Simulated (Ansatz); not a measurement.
System: interstitial H in monoclinic HfO2 strained by -1.5 % along x and y, z held (charge state +1). Level of theory: PBE, PAW (plane waves to 420 eV; Ansatz, a quantum-chemistry and plane-wave program).

Settings: 96 host sites, the strained lattice (strain from the relaxed PBE one, atoms relaxed), the Γ point alone, smearing 0.01 eV, spin-restricted, no image-charge correction. Energies are static. Spin-orbit coupling is left out. The charge state is imposed; whether it is stable for some Fermi level was not computed. Sites that were not tried may lie lower.

The step: one H atom jumps by itself; the atom moves 1.02 Å along (-0.06, 0.14, -0.13) of the unit cell; the moving atom starts with neighbours O at 0.99, O at 1.87 Å and ends with O at 0.98, O at 2.12, O at 2.14 Å. On the band's own sampling the forward barrier is 0.26 eV. Harmonic modes of the moving H atom alone, all others held, come from finite differences of 0.015 Å. The saddle point's order was not checked.

Q: Give the atom's modes at both geometries.

A: start 22.1, 27.5, 97.7 THz; saddle point 28.5i, 34.5 and 49.8 THz.

Q: What attempt frequency and zero-point change of the barrier follow from these modes alone, and what classical rate at 700 K?

A: ν = (22.1 × 27.5 × 97.7) / (34.5 × 49.8) ≈ 35 THz. The zero-point energy changes the barrier by h/2 × (84.2 − 147.2) THz = -0.130 eV. The classical rate is ν exp(−0.26/0.0603) ≈ 5e11 s⁻¹. One atom's modes give a rough prefactor, not that of the whole cell.
